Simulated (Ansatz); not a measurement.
A computed series for hypothetical fluorite ZnBr2: response to strain

Start from ZnBr2 in the fluorite structure (space group Fm-3m, No. 225; a = 6.762 Å; a hypothetical phase, not in the database extracts checked; relaxed with 0.1 eV smearing). Axes: x, y, z lie along the cube axes.

Strains are applied to the cell and any free atomic positions relax; under biaxial strain the out-of-plane vector relaxes too; under stress the whole cell relaxes.

Calculations: PBE (Ansatz, a quantum-chemistry and plane-wave program, PAW, no spin-orbit coupling).

Notes on the quantities. pressure: mean of the normal stresses, compression positive.

| variant | volume per atom | space group | pressure |
|---|---|---|---|
| base | 25.76 Å³ | Fm-3m (No. 225) | 0.0 GPa |
| biaxial strain +3.25 %, plane normal [110], relaxed out of plane | 24.44 Å³ | Immm (No. 71) | 3.6 GPa |
| isotropic strain −1.16 % | 24.88 Å³ | Fm-3m (No. 225) | 1.5 GPa |
| isotropic strain +0.41 % | 26.08 Å³ | Fm-3m (No. 225) | -0.5 GPa |
| isotropic strain +1.49 % | 26.93 Å³ | Fm-3m (No. 225) | -1.6 GPa |
| isotropic strain +3.13 % | 28.26 Å³ | Fm-3m (No. 225) | -3.0 GPa |
| isotropic strain +5.01 % | 29.83 Å³ | Fm-3m (No. 225) | -4.1 GPa |
| uniaxial strain ε_zz = −2.27 % | 25.18 Å³ | I4/mmm (No. 139) | 1.0 GPa |
| uniaxial stress, 5 GPa tension along x | 27.11 Å³ | I4/mmm (No. 139) | – |
| uniaxial stress, 2 GPa compression along z | 25.37 Å³ | I4/mmm (No. 139) | – |

A biaxial case was relaxed in a doubled cell and then solved in the primitive one. Stability under load was not tested beyond the relaxation. All final runs are without spin polarisation. Under biaxial strain +3.25 %, plane normal [110], relaxed out of plane the cell ends below the base's energy or with stress of the wrong sign: the atoms slid into a distortion or the cell is elastically unstable, so the base is not a stable minimum at this level.
